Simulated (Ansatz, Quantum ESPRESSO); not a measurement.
A Quantum ESPRESSO input for a self-consistent single point of ZnSnP2 (I-42d, 8 atoms in the cell) (DFT, PBE, plane waves, PseudoDojo standard norm-conserving (PBE) pseudopotentials):

```fortran
&control
   calculation = 'scf',
   prefix = 'znsnp2',
   outdir = './work',
   pseudo_dir = './',
   tprnfor = .true.,
   tstress = .true.,
/
&system
   ibrav = 0,
   nat = 8,
   ntyp = 3,
   ecutwfc = 85,
   occupations = 'fixed',
   nbnd = 50,
/
&electrons
   conv_thr = 1.0e-11,
   mixing_beta = 0.7,
/
ATOMIC_SPECIES
Zn    65.3800  Zn.upf
Sn   118.7100  Sn.upf
P     30.9738  P.upf
CELL_PARAMETERS angstrom
  -2.8525520000     2.8525520000     5.7199240000
   2.8525520000    -2.8525520000     5.7199240000
   2.8525520000     2.8525520000    -5.7199240000
ATOMIC_POSITIONS crystal
Zn    0.7500000000    0.2500000000    0.5000000000
Zn    0.0000000000    0.0000000000    0.0000000000
Sn    0.2500000000    0.7500000000    0.5000000000
Sn    0.5000000000    0.5000000000    0.0000000000
P     0.3750000000    0.3536200000    0.4786200000
P     0.6463800000    0.1250000000    0.0213800000
P     0.8750000000    0.8963800000    0.5213800000
P     0.1036200000    0.6250000000    0.9786200000
K_POINTS automatic
4 4 4  0 0 0
```

Q: Give the Ansatz (a program for electronic structure) input for the same structure, mesh, smearing and functional.

A: This is the input that was run; spellings and numerical settings could be chosen otherwise.

Ansatz 0.2 input:
```yaml
crystal:
  lattice:
    - [-2.852552, 2.852552, 5.719924]
    - [2.852552, -2.852552, 5.719924]
    - [2.852552, 2.852552, -5.719924]
  atoms:
    - { symbol: Zn, position: [0.750000, 0.250000, 0.500000] }
    - { symbol: Zn, position: [0.000000, 0.000000, 0.000000] }
    - { symbol: Sn, position: [0.250000, 0.750000, 0.500000] }
    - { symbol: Sn, position: [0.500000, 0.500000, 0.000000] }
    - { symbol: P, position: [0.375000, 0.353620, 0.478620] }
    - { symbol: P, position: [0.646380, 0.125000, 0.021380] }
    - { symbol: P, position: [0.875000, 0.896380, 0.521380] }
    - { symbol: P, position: [0.103620, 0.625000, 0.978620] }
kpoints:
  mp_grid:
    grid: [4, 4, 4]
hamiltonian:
  xc: pbe
  pseudopotentials:
    kind: paw
scf:
  occupations:
    method: fixed
output:
  forces: true
  eigenvalues: true
  stress: true
```

Basis, cutoffs, solver keys and any potentials are the target program's own. This input uses DFT, PBE, plane waves, default PAW files.

The starting cell comes from a database of computed structures (which also holds hypothetical and non-ambient phases and stackings), without a prior relaxation at this level. Its lattice was rescaled by a random factor within 2.5 % of one.
